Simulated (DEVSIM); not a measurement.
abrupt Si p-n junction

Device: abrupt Si p-n junction, at 300 K.

```csv
layer (left to right),material,thickness (μm),Nd (cm⁻³),Na (cm⁻³),τn (s),τp (s)
1,Si,2.90,-,1.5e19,1.2e-5,1.2e-5
2,Si,3.50,1.2e16,-,1.2e-5,1.2e-5
```

Left contact: ohmic. Right contact: ohmic. Voltage is applied to the left contact. Recombination: SRH at mid-gap. Mobility is μmin + (μ − μmin)/(1 + (N/Nref)^α).

Constants are typed, rounded textbook-type inputs, not results; the design itself was drawn at random and stands for no fabricated device. Values at 300 K.

| parameter | Si |
|---|---|
| gap (eV) | 1.124 |
| affinity (eV) | 4.05 |
| permittivity | 11.7 |
| Nc (cm⁻³) | 2.86e19 |
| Nv (cm⁻³) | 3.1e19 |
| μn (cm²/Vs) | 1417 |
| μp (cm²/Vs) | 470 |
| μn,min | 52 |
| μp,min | 45 |
| Nref,n | 9.7e16 |
| Nref,p | 2.2e17 |
| αn | 0.68 |
| αp | 0.72 |

DEVSIM, 1D drift-diffusion, Boltzmann statistics, complete ionisation; no tunnelling, impact ionisation, image-force lowering or self-heating.

The potential step across the device at zero bias is 0.904 V and the largest field in the device at zero bias comes out as 220000 V/cm. The dark forward voltage at 1 A/cm² is 0.613 V. The dark forward voltage at 100 A/cm² is 0.746 V.

Dark reverse current:

| V (V) | J (A/cm²) |
|---|---|
| -0.20 | -4.8e-10 |
| -0.50 | -9.1e-10 |
| -1.00 | -1.5e-9 |
| -1.50 | -1.9e-9 |
| -2.00 | -2.4e-9 |
| -3.00 | -3.1e-9 |
| -4.00 | -3.7e-9 |
| -5.00 | -4.2e-9 |

Dark forward current:

(V (V), J (A/cm²)): (0.05, 6.3e-10); (0.10, 3.6e-9); (0.15, 2.1e-8); (0.20, 1.3e-7); (0.25, 8.5e-7); (0.30, 5.8e-6); (0.35, 3.9e-5); (0.40, 0.00027); (0.45, 0.0019); (0.50, 0.013); (0.55, 0.088); (0.60, 0.60); (0.65, 4.0); (0.70, 24); (0.75, 110); (0.80, 410); (0.85, 1200); (0.90, 3200)
